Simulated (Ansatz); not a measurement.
CaC6 (R-3m, No. 166, 7 atoms in the cell) was calculated with rVV10 in Ansatz (plane waves, PAW).

Settings: plane-wave cutoff 520 eV, 16×16×16 k mesh, Fermi–Dirac smearing 0.05 eV, scalar-relativistic PAW data made under PBE.

Properties against volume:

Shape and atoms are relaxed at each volume.

```
V (Å³/atom)  P (GPa)   c (Å)  a (Å)
-----------  -------  ------  -----
10.156          4.80  13.139  4.329
10.368          2.22  13.353  4.339
10.579          0.00  13.573  4.348
10.791         -1.82  13.802  4.354
11.003         -3.27  14.043  4.359
```

Note: the relaxation could not lower the start's symmetry, so the cell can be a saddle point above a distorted one; the bulk modulus comes from volumes at which shape and atoms were relaxed.

Ansatz is a program for electronic structure.
